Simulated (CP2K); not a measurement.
# CP2K run on C₃N₄ (P-43m, 7 atoms in the cell): self-consistent single point

Method: PBEsol, GPW, DZVP-MOLOPT-SR-GTH basis, GTH-PBE potentials (GTH_POTENTIALS) (CP2K 2026.2).

Input:

```
&GLOBAL
  PROJECT calc
  RUN_TYPE ENERGY_FORCE
  PRINT_LEVEL LOW
&END GLOBAL
&FORCE_EVAL
  METHOD Quickstep
  STRESS_TENSOR ANALYTICAL
  &DFT
    BASIS_SET_FILE_NAME BASIS_MOLOPT
    POTENTIAL_FILE_NAME GTH_POTENTIALS
    &QS
      METHOD GPW
      EPS_DEFAULT 1E-10
    &END QS
    &MGRID
      CUTOFF 400
      REL_CUTOFF 50
      NGRIDS 4
    &END MGRID
    &SCF
      SCF_GUESS ATOMIC
      EPS_SCF 1E-6
      MAX_SCF 100
      ADDED_MOS 6
      &DIAGONALIZATION
        ALGORITHM STANDARD
      &END DIAGONALIZATION
      &MIXING
        METHOD BROYDEN_MIXING
        ALPHA 0.4
        NBUFFER 12
        BETA 1
      &END MIXING
    &END SCF
    &KPOINTS
      SCHEME MONKHORST-PACK 10 10 10
      GAMMA_CENTERED T
    &END KPOINTS
    &XC
      &XC_FUNCTIONAL
        &PBE
          PARAMETRIZATION PBESOL
        &END PBE
      &END XC_FUNCTIONAL
    &END XC
    &PRINT
      &MO
        EIGENVALUES T
        OCCUPATION_NUMBERS T
        NDIGITS 8
        FILENAME mo
        &EACH
          QS_SCF 0
        &END EACH
        ADD_LAST NUMERIC
      &END MO
      &MULLIKEN OFF
      &END MULLIKEN
    &END PRINT
  &END DFT
  &SUBSYS
    &CELL
      ABC 3.45676000 3.45676000 3.45676000
      ALPHA_BETA_GAMMA 90.00000000 90.00000000 90.00000000
      PERIODIC XYZ
    &END CELL
    &COORD
      C        0.00000000     0.00000000     1.72838000
      C        1.72838000     0.00000000     0.00000000
      C        0.00000000     1.72838000     0.00000000
      N        0.84929136     0.84929136     2.60746864
      N        0.84929136     2.60746864     0.84929136
      N        2.60746864     2.60746864     2.60746864
      N        2.60746864     0.84929136     0.84929136
    &END COORD
    &KIND C
      BASIS_SET DZVP-MOLOPT-SR-GTH
      POTENTIAL GTH-PBE-q4
    &END KIND
    &KIND N
      BASIS_SET DZVP-MOLOPT-SR-GTH
      POTENTIAL GTH-PBE-q5
    &END KIND
  &END SUBSYS
  &PRINT
    &FORCES ON
    &END FORCES
    &STRESS_TENSOR ON
    &END STRESS_TENSOR
  &END PRINT
&END FORCE_EVAL
```

The program printed (abridged):

```
 GLOBAL| Method name                                                        CP2K
 GLOBAL| Project name                                                       calc
 GLOBAL| Run type                                                   ENERGY_FORCE

 TOTAL NUMBERS AND MAXIMUM NUMBERS

  Total number of            - Atomic kinds:                                   2
                             - Atoms:                                          7
                             - Shell sets:                                     7
                             - Shells:                                        35
                             - Primitive Cartesian functions:                 35
                             - Cartesian basis functions:                     98
                             - Spherical basis functions:                     91

  Maximum angular momentum of- Orbital basis functions:                        2
                             - Local part of the GTH pseudopotential:          2
                             - Non-local part of the GTH pseudopotential:      0

 SCF PARAMETERS         Density guess:                                    ATOMIC
                        max_scf:                                             100
                        max_diis:                                              4
                        eps_scf:                                        1.00E-06
                        eps_diis:                                       1.00E-01
                        eps_eigval:                                     1.00E-05
                        level_shift [a.u.]:                             0.000000
                        added MOs                                         6    0
                        Mixing method:                            BROYDEN_MIXING
                                                charge density mixing in g-space
                        No outer SCF

 Extrapolation method: initial_guess

 Number of electrons:                                                         32
 Number of occupied orbitals:                                                 16
 Number of molecular orbitals:                                                22

 Number of orbital functions:                                                 91
 Number of independent orbital functions:                                     91

 SCF WAVEFUNCTION OPTIMIZATION

  Step     Update method      Time    Convergence         Total energy    Change
     1 NoMix/Diag. 0.40E+00      -     1.03416422       -57.3841670263 -5.74E+01
     2 Broy./Diag. 0.40E+00      -     0.15577334       -54.3006345720  3.08E+00
     3 Broy./Diag. 0.40E+00      -     0.04828348       -56.0664409976 -1.77E+00
     4 Broy./Diag. 0.40E+00      -     0.01093578       -56.5652056070 -4.99E-01
     5 Broy./Diag. 0.40E+00      -     0.00200695       -56.5980018488 -3.28E-02
     6 Broy./Diag. 0.40E+00      -     0.00104427       -56.5856961859  1.23E-02
     7 Broy./Diag. 0.40E+00      -     0.00018707       -56.5799052598  5.79E-03
     8 Broy./Diag. 0.40E+00      -     0.00001533       -56.5784185911  1.49E-03
     9 Broy./Diag. 0.40E+00      -     0.00000598       -56.5788238919 -4.05E-04
    10 Broy./Diag. 0.40E+00      -     0.00000137       -56.5788055094  1.84E-05
    11 Broy./Diag. 0.40E+00      -     0.00000144       -56.5787354626  7.00E-05
    12 Broy./Diag. 0.40E+00      -     0.00000005       -56.5787209656  1.45E-05

  *** SCF run converged in    12 steps ***

  Electronic density on regular grids:        -31.9999999998        0.0000000002
  Core density on regular grids:               31.9999999982       -0.0000000018
  Total charge density on r-space grids:       -0.0000000016
  Total charge density g-space grids:          -0.0000000016

  Overlap energy of the core charge distribution:               0.00000001635293
  Self energy of the core charge distribution:               -139.40749913927723
  Core Hamiltonian energy:                                     41.78294279757796
  Hartree energy:                                              56.41221338289704
  Exchange-correlation energy:                                -15.36637802312859

  Total energy:                                               -56.57872096557789

 ENERGY| Total FORCE_EVAL ( QS ) energy [hartree]            -56.578723518624663

 FORCES| Atomic forces [hartree/bohr]
 FORCES|   Atom     x               y               z               |f|
 FORCES|      1  1.63161042E-11  1.62799210E-11 -8.29850522E-12   2.44972707E-11
 FORCES|      2 -8.30294534E-12  1.62983271E-11  1.63200370E-11   2.45136283E-11
 FORCES|      3  1.63079230E-11 -8.29426407E-12  1.63033641E-11   2.45059758E-11
 FORCES|      4  1.23427013E-03  1.23427013E-03 -1.23426909E-03   2.13781797E-03
 FORCES|      5  1.23427013E-03 -1.23427013E-03  1.23426909E-03   2.13781797E-03
 FORCES|      6 -1.23427013E-03 -1.23427013E-03 -1.23426909E-03   2.13781797E-03
 FORCES|      7 -1.23427013E-03  1.23427013E-03  1.23426909E-03   2.13781797E-03
 FORCES| Sum     2.34245765E-11  2.34293344E-11  2.34208412E-11
 FORCES| Total atomic force                                       4.05731475E-11

 STRESS| Analytical stress tensor [bar]
 STRESS|                        x                   y                   z
 STRESS|      x       -4.46488531336E+04  -1.17214238816E-05  -1.17745622867E-05
 STRESS|      y       -1.17214238816E-05  -4.46488531336E+04  -1.18247084830E-05
 STRESS|      z       -1.17745622867E-05  -1.18247084830E-05  -4.46488840648E+04
 STRESS| 1/3 Trace                                            -4.46488634440E+04
```

The run converged in 12 iterations.

The starting cell comes from a database of computed structures (which also holds hypothetical and non-ambient phases and stackings), without a prior relaxation at this level. Values carry the incompleteness of an atom-centred basis. The potentials were made for another functional than the one used. With a pressure of about -4 GPa the cell is away from its equilibrium volume at this level.

Cost on one core of a shared machine: roughly 80 s.
